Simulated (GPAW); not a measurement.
Band structure of Cu3Sb (Pm-3m, 4 atoms in the cell).

```xyz
4
Lattice="3.9390 0.0000 0.0000 0.0000 3.9390 0.0000 0.0000 0.0000 3.9390" Properties=species:S:1:pos:R:3 pbc="T T T"
Cu     1.9695     1.9695     0.0000
Cu     0.0000     1.9695     1.9695
Cu     1.9695     0.0000     1.9695
Sb     0.0000     0.0000     0.0000
```

Level of theory: PBEsol, GPAW PAW datasets PBEsol (made by gpaw-setup) (plane waves; GPAW).

Settings: mode = pw; ecut = 850 eV; xc = PBEsol; kpts = 8 8 8; mesh shift (steps) = 0 0 0; occupations.name = methfessel-paxton; occupations.width = 0.05 eV; occupations.order = 0; nbands = -10; convergence.density = 1e-05 e/electron; symmetry.symmorphic = false; symmetry.tolerance = 0.0005; maxiter = 100; bandpath_npoints = 40.

The starting cell comes from a database of computed structures (which also holds hypothetical and non-ambient phases and stackings), without a prior relaxation at this level. Its lattice was rescaled by a random factor within 2.5 % of one. Spin-orbit coupling is off. Spin polarisation is off. The run gives no clean gap (levels at the Fermi energy touch, overlap or are partly filled at this smearing), which alone does not show that the compound is a metal.

Levels in eV from the Fermi level, bands 21 to 28:
| point | 21 | 22 | 23 | 24 | 25 | 26 | 27 | 28 |
|---|---|---|---|---|---|---|---|---|
| Γ | -2.18 | -1.99 | -1.99 | -1.99 | 0.32 | 3.19 | 3.19 | 7.25 |
| X | -2.31 | -1.99 | 0.87 | 0.87 | 1.36 | 3.23 | 3.23 | 4.07 |
| M | -2.53 | -2.48 | -1.62 | -1.62 | 2.47 | 3.75 | 5.50 | 5.50 |
| R | -2.12 | -2.12 | -2.12 | -1.84 | -1.25 | 0.84 | 0.84 | 0.84 |

Bands cross the Fermi level along this path, so the cell is metallic at this level.
